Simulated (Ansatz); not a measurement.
The starting structures come from a database of crystals and need not be the phases stable at ambient conditions.

The decay constant κ of evanescent states in the gap governs leakage through a thin film.

Input:

```
CELL_PARAMETERS angstrom
      4.64398     0.00000     0.00000
      0.00000     4.73495     0.00000
      0.00000     0.00000     3.09233
ATOMIC_POSITIONS crystal
  Mg 0.50000 0.50000 0.50000
  Mg 0.00000 0.00000 0.00000
  F  0.21417 0.82018 0.50000
  F  0.78583 0.17982 0.50000
  F  0.71417 0.67982 0.00000
  F  0.28583 0.32018 0.00000
```

Space group of this cell: Pnnm. The cell is taken as given; by r2SCAN its mean pressure is -4.6 GPa.

Transport runs along the normal of the first two printed cell vectors.

The gap is the functional's own. No spin-orbit coupling. Mid-gap values are interpolated on the energy grid.

Compute, with Ansatz (an electronic-structure program) with r2SCAN, the band gap and the smallest decay constant κ at mid-gap.

Gap 7.78 eV on a 8×6×10 mesh; κ = 0.555 1/Å, at the zone centre.
